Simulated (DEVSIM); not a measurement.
Device: abrupt Si p-n junction, at 300 K.

```csv
layer (left to right),material,thickness (μm),Nd (cm⁻³),Na (cm⁻³),τn (s),τp (s)
1,Si,1.80,-,5e18,1.4e-5,1.4e-5
2,Si,22.0,7.7e14,-,1.4e-5,1.4e-5
```

Left contact: ohmic. Right contact: ohmic. Voltage is applied to the left contact. Recombination: SRH at mid-gap, radiative, Auger. Gap narrowing is on: ΔEg = 6.92 meV × (l + √(l² + 0.5)), l = ln(N/1.3e17 cm⁻³), shared equally by both band edges. Mobility is μmin + (μ − μmin)/(1 + (N/Nref)^α).

Constants are typed, rounded textbook-type inputs, not results; the design itself was drawn at random and stands for no fabricated device. Values at 300 K; Nc and Nv go as T^1.5, mobilities as T to minus their exponent, the gap by Varshni's rule with the affinity fixed.

```csv
parameter,Si
gap (eV),1.124
affinity (eV),4.05
permittivity,11.7
Nc (cm⁻³),2.86e19
Nv (cm⁻³),3.1e19
μn (cm²/Vs),1417
μp (cm²/Vs),470
"μn,min",52
"μp,min",45
"Nref,n",9.7e16
"Nref,p",2.2e17
αn,0.68
αp,0.72
T exponent of μn,2.3
T exponent of μp,2.2
B (cm³/s),4.7e-15
Cn (cm⁶/s),2.8e-31
Cp (cm⁶/s),9.9e-32
Varshni α (eV/K),0.000473
Varshni β (K),636
```

Model (solved in DEVSIM): 1D drift-diffusion, Boltzmann statistics, complete ionisation; no tunnelling, impact ionisation, image-force lowering or self-heating.

Base results: dark forward voltage at 100 A/cm² (V) 0.803; dark forward voltage at 1 A/cm² (V) 0.599; largest field in the device at zero bias (V/cm) 89000; potential step across the device at zero bias (V) 0.779.

Problem. What follows from this one change: temperature 300 → 250 K?

Solution. dark forward voltage at 100 A/cm² 0.803 → 0.872 V; dark forward voltage at 1 A/cm² 0.599 → 0.705 V; largest field in the device at zero bias 89000 → 76000 V/cm; potential step across the device at zero bias 0.779 → 0.856 V.

Problem. What follows from this one change: doping Na of layer 1 5e+18 → 5e+17 cm^-3?

Solution. dark forward voltage at 100 A/cm² 0.803 → 0.811 V; dark forward voltage at 1 A/cm² little changed (0.598 V); largest field in the device at zero bias 89000 → 36000 V/cm; potential step across the device at zero bias 0.779 → 0.735 V.

Problem. What follows from this one change: constant mobility in place of the doping-dependent one?

Solution. dark forward voltage at 100 A/cm² 0.803 → 0.810 V; dark forward voltage at 1 A/cm² little changed (0.597 V); largest field in the device at zero bias little changed (89000 V/cm); potential step across the device at zero bias little changed (0.779 V).
